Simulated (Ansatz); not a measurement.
## ZrSe2 under a change: uniaxial strain ε_zz = −2.50 %

The parent structure is ZrSe₂ in the CdI2 type structure (space group P-3m1, No. 164; a = 3.660 Å, c = 5.841 Å; layered, stacked along the Cartesian z axis; relaxed with 0.1 eV smearing). Axes: x lies along a and z along c of the hexagonal cell.

Perturbation: uniaxial strain ε_zz = −2.50 %, all other strain components held at zero, atoms relaxed at fixed cell.

The values are results of plane-wave PAW DFT at the PBEsol-D3(BJ) level (Ansatz, a first-principles code, 420 eV), no SOC, not measurements. k-mesh 18×18×10 (Γ-centred); smearing 0.1 eV (Fermi–Dirac).

- Volume per atom: 22.02 Å³ (base 22.59 Å³)
- Space group: P-3m1 (No. 164) (base P-3m1 (No. 164))
- Shortest interatomic distance: 2.648 Å (base 2.655 Å)
- Energy relative to the base (free energy F): +4.1 meV/atom
- Pressure (mean of the normal stresses, compression positive): 1.2 GPa (base 0.0 GPa)
- Band gap: zero (base zero)
- Largest internal atomic displacement: 0.028 Å
- Stress (xx, yy, zz, yz, xz, xy; compression positive): (0.5, 0.5, 2.5, 0.0, 0.0, 0.0) GPa

Final structure:

```yaml
crystal:
  lattice:
    - [3.65982, 0.00000, 0.00000]
    - [-1.82991, 3.16950, 0.00000]
    - [0.00000, 0.00000, 5.69521]
  atoms:
    - { symbol: Zr, position: [0.00000, 0.00000, 0.00000] }
    - { symbol: Se, position: [0.33333, 0.66667, 0.28018] }
    - { symbol: Se, position: [0.66667, 0.33333, 0.71982] }
```

Cost of the whole job for the changed cell (relaxation, final SCF and bands): roughly 2.8 core-minutes.

Whether these cells are dynamically stable was not tested. The final runs are not spin-polarised. The zero or small gap of ZrSe2 can change with the level of theory.
